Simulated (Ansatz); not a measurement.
The parent structure is SiO2 (space group P4_12_12, No. 92; a = 5.0845 Å, c = 7.1003 Å).

Perturbation: cell and atoms relaxed at a pressure of 9 GPa.

Level of theory: PBE in Ansatz (plane waves to 420 eV, PAW, no spin-orbit coupling).

Base, band edges from the VBM (valence, conduction): A -0.64, 9.01; M -0.55, 8.50; R -0.16, 7.71; X -0.45, 7.48; Z -0.39, 6.70; Γ 0.00, 5.51 eV.

**Question.** Give the band edges at the high-symmetry points of the new zone, measured from its valence-band maximum.

**Answer.** 
```csv
point,valence edge (eV),conduction edge (eV)
Γ,0.00,5.89
X,-0.53,8.18
M,-0.54,8.36
Z,-0.44,7.43
R,-0.33,8.60
A,-0.45,9.01
```

The gap is 5.89 eV, direct at Γ.

Load acts through the strain it causes; cell and atoms are relaxed under it. Whether these cells are dynamically stable was not tested. Competing high-pressure phases were not computed.

Ansatz is a quantum-chemistry and plane-wave program.
